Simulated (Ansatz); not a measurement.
Effect of biaxial strain +3.00 %, plane normal [001], relaxed out of plane on HgSe

Consider HgSe in the zinc blende structure (space group F-43m, No. 216; a = 6.133 Å). Axes: x, y, z lie along the cube axes.

Now apply this change: biaxial strain +3.00 %, plane normal [001], relaxed out of plane (Cartesian); in-plane vectors clamped, the third vector and the atoms free.

All numbers come from PBEsol/PAW in Ansatz (an electronic-structure program), scalar-relativistic without spin-orbit coupling. Settings: 9×9×9 k-points, 0.05 eV Fermi–Dirac smearing.

- Volume per atom = 29.17 Å³ (base 28.83 Å³)
- Shortest interatomic distance = 266.9 pm (base 265.6 pm)
- Energy relative to the base (free energy F) = +5.7 meV/atom
- Pressure (mean of the normal stresses, compression positive) = -0.7 GPa (base 0.0 GPa)
- Band gap = zero (base zero)
- Valley order (the lowest conduction-band minima on the path, energy above the VBM, named in the base's zone) = a point along [100], about 0.1 Å⁻¹ from Γ 0.01 eV; a point along [1-10], about 0.1 Å⁻¹ from Γ 0.03 eV; L along [1-1-1] 0.93 eV
- Out-of-plane strain = -4.64 % (rough)
- Mean in-plane stress (compression positive) = -1.1 GPa (rough)

Final structure (turned so that z lies along the plane normal):

```
CELL_PARAMETERS angstrom
      4.46663     0.00000     0.00000
      0.00000     4.46663     0.00000
      2.23331    -2.23331     2.92411
ATOMIC_POSITIONS crystal
  Hg 0.00000 0.00000 0.00000
  Se 0.75000 0.75000 0.50000
```

Without a gap, meshes like the base's 9×9×9 leave anisotropic stresses uncertain by several tenths of a GPa, and small strain energies with them. With Hg present, leaving out spin-orbit coupling can change the band edges. Stability against distortions was not tested. All final runs are without spin polarisation. Gaps under 0.05 eV, about the width of the smearing, are given as zero. The zero or small gap of HgSe can change with the level of theory.
